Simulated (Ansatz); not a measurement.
A periodic model of amorphous Hf18O39W:

```xyz
58
Lattice="9.1220 0.0946 -0.4450 0.0946 9.0736 -0.6939 -0.4450 -0.6939 9.1926" Properties=species:S:1:pos:R:3 pbc="T T T"
Hf     1.8960     1.8097     2.9888
Hf     7.3277     7.5804     4.8683
Hf     8.2842     6.3265     8.2155
Hf     1.1802    -0.2264     5.6227
Hf     7.9226     0.7000     7.9233
Hf     8.0940     2.3664     4.5672
Hf     2.7477     2.4489    -0.2392
Hf     5.0890     2.8765     2.8325
Hf     4.3321    -0.2429     6.9434
Hf     8.3509     3.6492     0.9107
Hf     3.0780     5.4055     7.8430
Hf     6.0081     3.3663     7.2928
Hf     5.7698     5.8961     1.4354
Hf     2.0177     7.4871     1.5692
Hf     2.9866     2.7303     5.8697
Hf     3.8332     5.9430     4.6160
Hf     4.7604     8.8675     0.2639
Hf     7.7449     8.7160     1.6236
O      3.2471     2.8973     1.6711
O      4.5216     1.3328    -0.3047
O      3.6618     1.7976     4.0820
O      8.7744     4.3510     4.6249
O      2.7183     0.2909     1.5575
O      6.2278     2.9888     4.4237
O      4.7089     1.9415     6.6584
O      7.0311     2.7315    -0.4325
O      3.0783     7.9743     4.9517
O      2.2795     3.8643     4.1521
O      7.9884     5.1975    -0.4807
O      2.0847     5.6274     5.9140
O      6.4566     7.6372     0.3372
O      8.3877     9.1050    -0.4803
O      6.8487     7.1542     2.7646
O      3.9753     7.2439     7.5605
O      5.8637     0.9864     2.1872
O      2.3855     0.8812     7.0241
O      7.6287     6.2766     6.3659
O      5.2378     5.1261    -0.4980
O      6.3847    -0.0894     6.8523
O      3.9739     6.9359     0.9168
O      0.2008     6.9406     4.4978
O      5.3475     7.1437     5.0119
O      8.8406     2.2253     2.4164
O      1.3230    -0.0922     3.5491
O      6.5797     4.0107     1.7826
O     -0.0881    -0.5154     7.1516
O      7.7983     2.4267     6.5520
O      1.1260     1.8511     5.1386
O      2.3587     3.4059     7.8380
O      1.6656     6.7285    -0.4530
O      7.9395     0.3009     4.3310
O      0.7639     2.4091     0.2702
O      4.7134     5.0340     3.0188
O      0.3261     4.7938     2.5451
O      2.3614     6.2919     3.1489
O      0.0126     7.2200     1.5451
O      4.3221     4.4759     6.1418
W      0.8977     5.2315     4.2360
```

Computed with PBE, scalar-relativistic without spin-orbit coupling (plane waves to 420 eV, PAW; Ansatz, a quantum-chemistry and plane-wave program).

Preparation: random packing, a CHGNet melt and quench, and a DFT relaxation. O atoms were pushed apart under 1.9 Å during the dynamics, to hinder bonds among them. The hot cell started wider than the set density and was brought back towards it in steps. It is the lowest in DFT energy of 2 quenches. It is a model cell: composition and starting density were chosen by hand, and all elements were melted together. No dispersion term was used. Its density started from a set value of 8.85 and ended at 8.85 g/cm³. Cooling (nominally 380 K/ps over its main leg) ran many orders faster than in experiment, which tends to leave more defects and strain. One small periodic cell is one sample of the glass; other quenches scatter about these values. The volume was held where the preparation left it and the shape relaxed, at a PBE pressure of 0.3 GPa.

Neighbours within Hf-Hf 3.34 Å, Hf-O 2.54 Å, Hf-W 3.19 Å, O-O 1.58 Å, O-W 2.51 Å, W-W 3.04 Å count as bonded. Two cations that share two anions don't count as bonded, nor two that share one unless they lie closer than Hf-Hf 3.25 Å, Hf-W 3.10 Å, W-W 2.95 Å.

Problem. Give the coordination numbers, mean bond lengths and angles.

Solution. 
```json
{
  "Mean coordination of Hf by anions": "6.17 (2 with 5, 11 with 6, 5 with 7)",
  "Mean coordination of O": "3.00 (4 with 2, 31 with 3, 4 with 4)",
  "Mean coordination of W by anions": "6.00 (1 with 6)",
  "Mean Hf-O bond": "2.134 Å (spread 0.098 Å, 111 counted)",
  "Mean O-W bond": "1.940 Å (spread 0.123 Å, 6 counted)",
  "Bond angle at Hf": "mean 103.0°, spread 29.6°",
  "Bond angle at O": "mean 115.2°, spread 16.9°",
  "Bond angle at W": "mean 104.9°, spread 31.4°"
}
```

Problem. List the pairs of like atoms that count as bonded by the rules above.

Solution. There are none by these rules.
